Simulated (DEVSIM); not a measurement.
## illuminated Si p-on-n cell, one wavelength

System: illuminated Si p-on-n cell, one wavelength, at 300 K.

```csv
layer (left to right),material,thickness (μm),Nd (cm⁻³),Na (cm⁻³),τn (s),τp (s),absorption coefficient (cm⁻¹)
1,Si,0.550,-,7.4e18,8.5e-5,1.4e-5,380
2,Si,140,7.8e16,-,0.00057,0.00057,380
```

Left contact: ohmic, minority electron recombination velocity 40 cm/s. Right contact: ohmic, minority hole recombination velocity 3e6 cm/s. Voltage is applied to the left contact. Recombination: SRH at mid-gap, radiative. Gap narrowing is on: ΔEg = 6.92 meV × (l + √(l² + 0.5)), l = ln(N/1.3e17 cm⁻³), shared equally by both band edges. Light enters at the left, 3.3e16 photons cm⁻² s⁻¹, one pass, no reflection. Mobility is μmin + (μ − μmin)/(1 + (N/Nref)^α).

Constants are typed, rounded textbook-type inputs, not results; the design itself was drawn at random and stands for no fabricated device. Values at 300 K.

```
parameter           Si
-------------  -------
gap (eV)         1.124
affinity (eV)     4.05
permittivity      11.7
Nc (cm⁻³)      2.86e19
Nv (cm⁻³)       3.1e19
μn (cm²/Vs)       1417
μp (cm²/Vs)        470
μn,min              52
μp,min              45
Nref,n          9.7e16
Nref,p          2.2e17
αn                0.68
αp                0.72
B (cm³/s)      4.7e-15
```

Model (solved in DEVSIM): 1D drift-diffusion, Boltzmann statistics, complete ionisation; no tunnelling, impact ionisation, image-force lowering or self-heating.

Potential step across the device at zero bias: 0.905 V
Largest field in the device at zero bias: 170000 V/cm
Dark forward voltage at 1 A/cm²: 0.763 V
Dark forward voltage at 100 A/cm²: 0.922 V
Short-circuit current: 4.31 mA/cm²
Open-circuit voltage: 0.620 V
Fill factor: 0.83
Largest power: 2.22 mW/cm²
Share of generated pairs collected at short circuit: 0.820

Dark reverse current:

```csv
V (V),J (A/cm²)
-0.20,-3.7e-12
-0.30,-5.0e-12
-0.40,-6.1e-12
-0.60,-8.3e-12
-0.80,-1.0e-11
-1.00,-1.2e-11
-1.30,-1.5e-11
-1.60,-1.7e-11
```

Dark forward current:

```csv
V (V),J (A/cm²)
0.20,4.5e-10
0.25,2.8e-9
0.30,1.9e-8
0.35,1.3e-7
0.40,8.7e-7
0.45,6.0e-6
0.50,4.2e-5
0.55,0.00029
0.60,0.0020
0.65,0.014
0.70,0.095
0.75,0.63
0.80,3.7
0.85,17
0.90,61
0.95,190
1.00,510
1.05,1200
1.10,2600
```
